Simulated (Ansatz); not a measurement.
Input:

End structure of a constructed model of the (0001) surface of hcp Co, ferromagnetic, p(2x2) surface alloy, Ag on one Co site of the top plane (bottom of the slab: a bare face, its two planes held):

```yaml
crystal:
  lattice:
    - [4.98583, 0.00000, 0.00000]
    - [-2.49292, 4.31786, 0.00000]
    - [0.00000, 0.00000, 26.50000]
  atoms:
    - { symbol: Co, position: [0.33333, 0.16667, 0.30924] }
    - { symbol: Co, position: [0.33333, 0.66667, 0.30924] }
    - { symbol: Co, position: [0.83333, 0.16667, 0.30924] }
    - { symbol: Co, position: [0.83333, 0.66667, 0.30924] }
    - { symbol: Co, position: [0.16667, 0.33333, 0.38533] }
    - { symbol: Co, position: [0.16667, 0.83333, 0.38533] }
    - { symbol: Co, position: [0.66667, 0.33333, 0.38533] }
    - { symbol: Co, position: [0.66667, 0.83333, 0.38533] }
    - { symbol: Co, position: [0.33342, 0.16658, 0.46213] }
    - { symbol: Co, position: [0.33342, 0.66685, 0.46213] }
    - { symbol: Co, position: [0.83315, 0.16658, 0.46213] }
    - { symbol: Co, position: [0.83333, 0.66667, 0.46210] }
    - { symbol: Co, position: [0.16667, 0.33333, 0.53717] }
    - { symbol: Co, position: [0.16844, 0.83422, 0.53822] }
    - { symbol: Co, position: [0.66578, 0.33156, 0.53822] }
    - { symbol: Co, position: [0.66578, 0.83422, 0.53822] }
    - { symbol: Co, position: [0.33065, 0.16935, 0.61462] }
    - { symbol: Co, position: [0.33065, 0.66129, 0.61462] }
    - { symbol: Co, position: [0.83871, 0.16935, 0.61462] }
    - { symbol: Co, position: [0.83333, 0.66667, 0.61305] }
    - { symbol: Ag, position: [0.16667, 0.33333, 0.71488] }
    - { symbol: Co, position: [0.16723, 0.83361, 0.68734] }
    - { symbol: Co, position: [0.66639, 0.33277, 0.68734] }
    - { symbol: Co, position: [0.66639, 0.83361, 0.68734] }
```

Slab: 24 atoms, 10.1 Å thick at the start (thin: gaps and levels are the slab's own); k 9x9x1, smearing 0.1 eV, dipole-corrected; 8 atoms held, the rest relaxed; held to the start's symmetry, so lower structures may exist; spin-polarised, ending with about 38.0 μB a cell; orders that need a larger cell were not tried, no spin-orbit, no U. It is one candidate, not shown to be the stable structure of the face.

Estimate the work function of the top face that Ansatz (a quantum-chemistry and plane-wave program) with PBE returns for this input.

4.89 eV
